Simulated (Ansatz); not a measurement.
# AuSb2, pressure series

The parent structure is AuSb2 (space group Pa-3, No. 205; a = 6.674 Å).

Cell and atoms are relaxed at each pressure.

Level of theory: DFT with PBEsol, PAW potentials and a 420 eV plane-wave cutoff in Ansatz (a quantum-chemistry and plane-wave program), without spin-orbit coupling.

Notes on the quantities. enthalpy: H = E + PV relative to the base's energy.

```json
[
 {"change": "base", "enthalpy": "–", "shortest interatomic distance": "2.767 Å"},
 {"change": "pressure −2 GPa", "enthalpy": "-0.31 eV/atom", "shortest interatomic distance": "2.791 Å"},
 {"change": "pressure −1 GPa", "enthalpy": "-0.16 eV/atom", "shortest interatomic distance": "2.779 Å"},
 {"change": "pressure 0.3 GPa", "enthalpy": "+0.05 eV/atom", "shortest interatomic distance": "2.764 Å"},
 {"change": "pressure 0.7 GPa", "enthalpy": "+0.11 eV/atom", "shortest interatomic distance": "2.760 Å"},
 {"change": "pressure 1.5 GPa", "enthalpy": "+0.23 eV/atom", "shortest interatomic distance": "2.751 Å"},
 {"change": "pressure 3 GPa", "enthalpy": "+0.46 eV/atom", "shortest interatomic distance": "2.737 Å"},
 {"change": "pressure 5 GPa", "enthalpy": "+0.75 eV/atom", "shortest interatomic distance": "2.719 Å"},
 {"change": "pressure 7.5 GPa", "enthalpy": "+1.12 eV/atom", "shortest interatomic distance": "2.700 Å"},
 {"change": "pressure 10 GPa", "enthalpy": "+1.47 eV/atom", "shortest interatomic distance": "2.682 Å"}
]
```

Load acts through the strain it causes; cell and atoms are relaxed under it. Stability against distortions was not tested. No other phases were tried under pressure. The final runs are not spin-polarised.
